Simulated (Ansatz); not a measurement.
**GaN under a change: biaxial strain −0.50 %, plane normal [001], relaxed out of plane**

The parent structure is GaN in the zinc blende structure (space group F-43m, No. 216; a = 4.4979 Å). Axes: x, y, z lie along the cube axes.

One thing is altered: compressive biaxial strain of 0.50 % in the plane normal to [001], as in epitaxy on a mismatched substrate; the out-of-plane cell vector and the atoms relax.

Method: Kohn–Sham DFT with the r2SCAN functional, run in Ansatz (an electronic-structure program) with PAW and 500 eV plane waves, scalar-relativistic without spin-orbit coupling. Settings: 13×13×13 k-points, 0.05 eV Fermi–Dirac smearing.

```csv
quantity,base,changed,shift
volume per atom,11.37 Å³,11.32 Å³,-0.05 Å³
space group,F-43m (No. 216),I-4m2 (No. 119),–
energy relative to the base (free energy F),0 meV/atom,+0.5 meV/atom,+0.5 meV/atom
"pressure (mean of the normal stresses, compression positive)",0.0 kbar,9.3 kbar,+9.3 kbar
band gap,2.17 eV,2.18 eV,+0.015 eV
gap character,direct at Γ,direct at Γ,–
electron mass,0.17 mₑ (at Γ),0.17 mₑ (at Γ),–
"valence-band top at Γ (three highest levels, from the VBM)","0.00, 0.00, 0.00 eV","0.00, 0.00, -0.05 eV",–
out-of-plane strain,–,+0.53 %,–
mean in-plane stress (compression positive),–,+1.4 GPa,–
```

Final structure (turned so that z lies along the plane normal):

```
GaN
1.0
    3.16460     0.00000     0.00000
    0.00000     3.16460     0.00000
    1.58230    -1.58230     2.26090
Ga N
1 1
Direct
  0.00000   0.00000   0.00000
  0.75000   0.75000   0.50000
```

Effective masses come from finite differences of ±0.01 Å⁻¹. Whether these cells are dynamically stable was not tested. This is not the structure that GaN has at room temperature and ambient pressure. k-point labels follow each cell's own Brillouin zone.
